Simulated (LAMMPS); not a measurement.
LAMMPS 22 Jul 2025, classical MD, AIREBO (CH.airebo): C, 4096 atoms.

```text
units metal
atom_style atomic
read_data unit.data
replicate 8 8 8
pair_style airebo 3.0
pair_coeff * * CH.airebo C
velocity all create 1600 4928 dist gaussian loop geom
fix 1 all nve
fix 2 all langevin 800 800 0.02 9876 zero yes
timestep 0.0005
thermo 100
run 300
reset_timestep 0
write_restart start.rst
```

```text
read_restart start.rst
pair_style airebo 3.0
pair_coeff * * CH.airebo C
neighbor 2.0 bin
neigh_modify every 1 delay 0 check no
fix 1 all nve
timestep 0.0005
thermo_style custom step temp pe etotal press
thermo_modify format float %.10g
thermo 100
group probe id 1:48
dump probe probe custom 1000000 forces.txt id fx fy fz
dump_modify probe sort id format float %.8g
run 800
```

```bash
# ahead of the timed run: OMP_NUM_THREADS=1 mpirun -np 48 lmp -in in.warm -log none -nocite
OMP_NUM_THREADS=1 mpirun -np 32 lmp -in in.lmp -log log.lammps -nocite
```

Machine: one whole node, Arm Neoverse V2, 96 cores on 1 socket, no SMT, 1 L3 cache group.

On 32 ranks this takes 48 s. Each time is the median wall time of two to five repeats, run one at a time on the otherwise empty machine; start-up is included. Unless noted, each process is bound to its own block of adjacent cores. Build: PyPI wheel: MPICH, OPENMP and OPT packages. Other compilers and libraries give other times. Scratch files lie in a memory file system. A preparatory run goes ahead and isn't timed.

Q: Make this run faster without changing its result beyond 1.0 meV/atom in energy, 10 meV/Å in forces on 48 atoms, 0.20 meV an atom in drift of the total energy. Keep to 32 cores.

A: Several could match; the one computed here: going from neigh_modify = every 1 delay 0 check no to neigh_modify = every 10 delay 0 check yes, one of the fastest of the measured ones that keep the result.

```diff
-neigh_modify every 1 delay 0 check no
+neigh_modify every 10 delay 0 check yes
```

Time: 48 s to 4.0 s (12× as fast). List entries an atom go from 1349 to 1349, Neigh from 43 to 0 s and Pair from 3.4 to 3.3 s. Neighbour list builds go from 800 to 0. These two results differ by: energy equal as printed, forces on 48 atoms equal as printed, drift of the total energy equal as printed. Others tried: neigh_modify = every 1 delay 0 check yes (4.0 s); neigh_modify = every 1 delay 10 check yes (4.0 s).
